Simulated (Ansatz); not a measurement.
The starting structures come from a database of crystals and need not be the phases stable at ambient conditions.

 Where the default PAW files enter, the runs use the earlier of Ansatz's two default sets.

The decay constant κ of evanescent states in the gap governs leakage through a thin film.

Given:

```
K2SnH6O6
1.0
    6.68021     0.00000     0.00000
   -3.34010     5.78523     0.00000
    3.34011     1.92841     4.23119
K Sn H O
2 1 6 6
Cartesian
  3.34011   5.78523   3.69082
  3.34011   1.92841   0.54037
  0.00000   0.00000   0.00000
  4.77819   4.49541   1.74740
  1.90202   3.21823   2.48379
  7.07818   1.89032   1.74740
 -0.39797   5.82332   2.48379
  1.50405   5.18472   1.74740
  5.17616   2.52892   2.48379
 -1.67703   5.28313   1.19104
  8.35724   2.43051   3.04015
  6.28351   1.69131   1.19104
  0.39670   6.02233   3.04015
  2.07374   4.59602   1.19104
  4.60647   3.11762   3.04015
```

Space group of this cell: R-3. The cell is taken as given; by r2SCAN its mean pressure is -4.0 GPa.

Transport runs along the normal of the first two printed cell vectors, the (001) plane of the conventional cell.

No gap correction and no spin-orbit coupling; mid-gap values are interpolated between computed energies.

### Question
Compute, with r2SCAN run with Ansatz (a quantum-chemistry and plane-wave program), the band gap and the smallest decay constant κ at mid-gap.

### Answer
Gap 4.28 eV on a 8×8×8 mesh; κ = 0.380 1/Å, at the zone centre.
